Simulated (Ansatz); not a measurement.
Take Y in the hcp (Mg type) structure (space group P6_3/mmc, No. 194; relaxed with 0.1 eV smearing) as the base.

```
CELL_PARAMETERS angstrom
      3.68086     0.00000     0.00000
     -1.84043     3.18772     0.00000
      0.00000     0.00000     5.72132
ATOMIC_POSITIONS crystal
  Y  0.33333 0.66667 0.75000
  Y  0.66667 0.33333 0.25000
```

Cartesian axes are those of the cell as printed.

Method: Ansatz (an electronic-structure program), r2SCAN, PAW, cutoff 500 eV, without spin-orbit coupling, earlier PAW set.

For the base:

```
Property    Value
--------  -------
Pressure  0.0 GPa
```

Perturbation: compressive biaxial strain of 3.02 % in the plane normal to [001], as in epitaxy on a mismatched substrate; the out-of-plane cell vector and the atoms relax.

Task: Estimate the effect on the out-of-plane strain.

Result: The out-of-plane strain comes out as +1.76 %.

Task: How does this affect the pressure?

Result: The pressure (mean of the normal stresses, compression positive) goes from zero to 2.0 GPa.

No phonon test of stability was made. The final runs are not spin-polarised.
